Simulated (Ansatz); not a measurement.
**SnTe under a change: isotropic strain −3.00 %**

The parent structure is SnTe in the rock salt structure (space group Fm-3m, No. 225; a = 6.2891 Å).

The change: every lattice vector is shortened by 3.00 %; the atoms relax in the strained cell.

Computed with Ansatz (a quantum-chemistry and plane-wave program) PBEsol, no spin-orbit coupling. Γ-centred 13×13×13 mesh, Fermi–Dirac width 0.05 eV.

| quantity | base | changed | shift |
|---|---|---|---|
| volume per atom | 31.09 Å³ | 28.38 Å³ | -2.715 Å³ |
| space group | Fm-3m (No. 225) | Fm-3m (No. 225) | – |
| shortest interatomic distance | 3.145 Å | 3.050 Å | -0.0943 Å |
| energy relative to the base (free energy F) | 0 meV/atom | +41 meV/atom | +41 meV/atom |
| pressure | -0.1 kbar | 52.6 kbar | +52.7 kbar |
| band gap (uncertain: the edges found look like a band crossing or inverted bands; both cells) | 0.16 eV | 0.15 eV | -0.01 eV |

Final structure:

```xyz
2
Lattice="0.0000 3.0502 3.0502 3.0502 0.0000 3.0502 3.0502 3.0502 0.0000" Properties=species:S:1:pos:R:3 pbc="T T T"
Sn     0.0000     0.0000     0.0000
Te     3.0502     3.0502     3.0502
```

Spin-orbit coupling, missing from the scalar runs, can matter with Te. Whether these cells are dynamically stable was not tested. The zero or small gap of SnTe can change with the level of theory.
